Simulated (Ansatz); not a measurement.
Input and output of a self-consistent single point for K3VSe4 (Fmm2, 8 atoms in the cell) (Ansatz, an electronic-structure program).

Level of theory: LDA (PW92), default PAW files made with PBE (plane waves; Ansatz).

The change in words: lattice scaled by 0.98; basis.ecutwfc: 420 eV → 295 eV. Reference geometry:
```
K3VSe4
1.0
   -3.52137     3.52137     6.52099
    3.52137    -3.52137     6.52099
    3.52137     3.52137    -6.52099
K V Se
3 1 4
Direct
  0.50383   0.50383   0.00000
  0.75000   0.25000   0.50000
  0.25000   0.75000   0.50000
  0.00000   0.00000   0.00000
  0.28921   0.90979   0.00000
  0.09021   0.09021   0.37942
  0.90979   0.28921   0.00000
  0.71079   0.71079   0.62058
```

Reference input (self-consistent single point, DFT, LDA (PW92), plane waves, default PAW files made with PBE): basis.ecutwfc = 420 eV; kpoints.mp_grid.grid = 2 2 2; hamiltonian.xc = lda; hamiltonian.pseudopotentials = {kind: paw} (the program's default PAW files); scf.occupations.method = fermi_dirac; scf.occupations.width = 0.05 eV. This run's input differs from it in these lines:

Ansatz 0.2 input:
```diff
@@ -3,16 +3,16 @@
   lattice:
-    - [-3.52137400, 3.52137400, 6.52099300]
-    - [3.52137400, -3.52137400, 6.52099300]
-    - [3.52137400, 3.52137400, -6.52099300]
+    - [-3.45094700, 3.45094700, 6.39057300]
+    - [3.45094700, -3.45094700, 6.39057300]
+    - [3.45094700, 3.45094700, -6.39057300]
   atoms:
-    - { symbol: K, position_ang: [0.00000000, -0.00000000, 6.57099597] }
-    - { symbol: K, position_ang: [0.00000000, 3.52137400, 3.26049650] }
-    - { symbol: K, position_ang: [3.52137400, 0.00000000, 3.26049650] }
+    - { symbol: K, position_ang: [-0.00000000, 0.00000000, 6.43957591] }
+    - { symbol: K, position_ang: [-0.00000000, 3.45094700, 3.19528650] }
+    - { symbol: K, position_ang: [3.45094700, 0.00000000, 3.19528650] }
     - { symbol: V, position_ang: [0.00000000, 0.00000000, 0.00000000] }
-    - { symbol: Se, position_ang: [2.18529428, -2.18529428, 7.81867061] }
-    - { symbol: Se, position_ang: [1.33607972, 1.33607972, -1.29767761] }
-    - { symbol: Se, position_ang: [-2.18529428, 2.18529428, 7.81867061] }
-    - { symbol: Se, position_ang: [2.18529428, 2.18529428, 5.22331539] }
+    - { symbol: Se, position_ang: [2.14158869, -2.14158869, 7.66229703] }
+    - { symbol: Se, position_ang: [1.30935831, 1.30935831, -1.27172403] }
+    - { symbol: Se, position_ang: [-2.14158869, 2.14158869, 7.66229703] }
+    - { symbol: Se, position_ang: [2.14158869, 2.14158869, 5.11884897] }
 basis:
-  ecutwfc: 420.0
+  ecutwfc: 295.0
 kpoints:
```

Output (repeated stretches shortened):

```
SCF iter   1: F=—  HF=-28888.871299 eV  |F-HF|=—  |Δ(HF+E_count)|=         —  Δρ=4.18e-3  dr2=6.69e-2  ethr=1.77e-3  ⟨swp⟩=7.4  Hψ=1190  notcnv=0  defer=1
all-band conjugate gradients solve this SCF's bands
preconditioner: auto → Resta (q_TF=auto, 2.281 Å⁻¹)
SCF iter   2: F=—  HF=-28888.848396 eV  |F-HF|=—  |Δ(HF+E_count)|=   2.29e-2  Δρ=3.65e-3  dr2=4.27e-2  ethr=6.43e-5  ⟨swp⟩=2.0  Hψ=654  notcnv=0  defer=13
   [... lines left out ...]
SCF iter   6: F=—  HF=-28888.841992 eV  |F-HF|=—  |Δ(HF+E_count)|=   1.23e-4  Δρ=1.05e-4  dr2=6.17e-5  ethr=8.49e-8  ⟨swp⟩=2.0  Hψ=575  notcnv=0  defer=20
SCF iter   7: F=—  HF=-28888.841997 eV  |F-HF|=—  |Δ(HF+E_count)|=   4.78e-6  Δρ=1.81e-5  dr2=2.06e-6  ethr=5.93e-8  ⟨swp⟩=1.4  Hψ=298  notcnv=0  defer=20
SCF iter   8: F=—  HF=-28888.841998 eV  |F-HF|=—  |Δ(HF+E_count)|=   7.33e-7  Δρ=1.21e-5  dr2=9.30e-7  ethr=1.98e-9  ⟨swp⟩=2.0  Hψ=368  notcnv=0  defer=20
SCF iter   9: F=-28888.841997 eV  HF=-28888.841997 eV  |F-HF|=5.13e-9  |Δ(HF+E_count)|=   8.70e-8  Δρ=2.42e-6  dr2=2.54e-8  ethr=9.62e-11  ⟨swp⟩=9.2  Hψ=1365  notcnv=0
SCF 1 converged in 9 iterations: F = -28888.841997 eV  dr2 = 2.54e-8
Free energy (F): -28888.841997 eV
Internal energy: -28888.841996 eV  (E = F + TS)
E sigma→0 (E₀):  -28888.841997 eV
Entropy (-TS):   -0.000001 eV (-0.000 meV/atom)
Fermi energy:    3.278938 eV
--- Forces (eV/Å), atoms counted from 1 ---
  atom   1  K      0.00000000     0.00000000    -0.03827809
  atom   2  K     -0.00000000    -0.00000000     0.00917945
  atom   3  K      0.00000000    -0.00000000     0.00917945
  atom   4  V      0.00000000     0.00000000    -0.01336873
  atom   5  Se    -0.13697728     0.13697728     0.12948212
  atom   6  Se     0.14229108     0.14229108    -0.11282427
  atom   7  Se     0.13697728    -0.13697728     0.12948212
  atom   8  Se    -0.14229108    -0.14229108    -0.11282427
--- Stress (GPa, compression-positive) ---
       -0.466087      -0.045415      -0.000000
       -0.045415      -0.466087      -0.000000
       -0.000000       0.000000      -0.353387
  P = ⅓ Tr σ = -0.4285 GPa (-4.285 kbar)
  The stress holds the Pulay correction. Without it, at fixed plane waves, as pw.x and ABINIT print it: P = -2.6482 GPa
```

The run converged in 9 iterations. Against the reference run the free energy goes up by 38.9 meV/atom, the pressure goes from -1.94 to -0.43 GPa, the largest force goes from 0.363 to 0.233 eV/Å and the gap on the mesh goes from 1.317 to 1.379 eV.

The starting cell comes from a database of computed structures (which also holds hypothetical and non-ambient phases and stackings), without a prior relaxation at this level. Its lattice was rescaled by up to half a per cent. One atom was moved a little off its site on purpose. For this run, on top of that: lattice scaled by 0.98. Ansatz's pressure includes its estimate of the finite-basis (Pulay) stress. Without the estimate this run gives -2.65 GPa. The cutoff lies below the one recommended for these files.
